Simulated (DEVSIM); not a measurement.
Structure: Pt/Al2O3/n-Ge capacitor, at 300 K.

| layer (left to right) | material | thickness (nm) | Nd (cm⁻³) |
|---|---|---|---|
| 1 | Al2O3 | 2.80 | - |
| 2 | Ge | 990 | 3.6e17 |

Metal gate on the left, work function 5.6 eV. Fixed charge at the semiconductor interface 1.1e12 cm⁻² (in units of +e); no interface traps.

Constants are typed, rounded textbook-type inputs, not results; the design itself was drawn at random and stands for no fabricated device. Values at 300 K.

| parameter | Al2O3 | Ge |
|---|---|---|
| gap (eV) | 6.8 | 0.664 |
| affinity (eV) | 1.35 | 4 |
| permittivity | 9 | 16 |
| Nc (cm⁻³) | - | 1.04e19 |
| Nv (cm⁻³) | - | 6e18 |

Model (solved in DEVSIM): 1D Poisson equation in equilibrium, Boltzmann statistics, complete ionisation; no quantum confinement or tunnelling. Metal contacts follow the ideal Schottky-Mott rule: no Fermi-level pinning, no interface dipoles.

The substrate doping was swept, all else fixed.

| substrate doping (cm^-3) | flat-band voltage (V) | minimum of the low-frequency capacitance (μF/cm²) | threshold voltage (band bending 2φF) (V) |
|---|---|---|---|
| 1.8e16 | 1.37 | … | … |
| 3.6e16 | 1.39 | 0.121 | 0.98 |
| 7.2e16 | 1.41 | 0.160 | 0.95 |
| 1.8e17 | 1.43 | 0.228 | 0.90 |
| 3.6e17 | 1.45 | 0.299 | 0.85 |
| 7.2e17 | 1.47 | 0.391 | 0.78 |

Task: Fill in the missing entries.

Result: 
- 1.8e16, minimum of the low-frequency capacitance (μF/cm²): 0.0933
- 1.8e16, threshold voltage (band bending 2φF) (V): 1.01
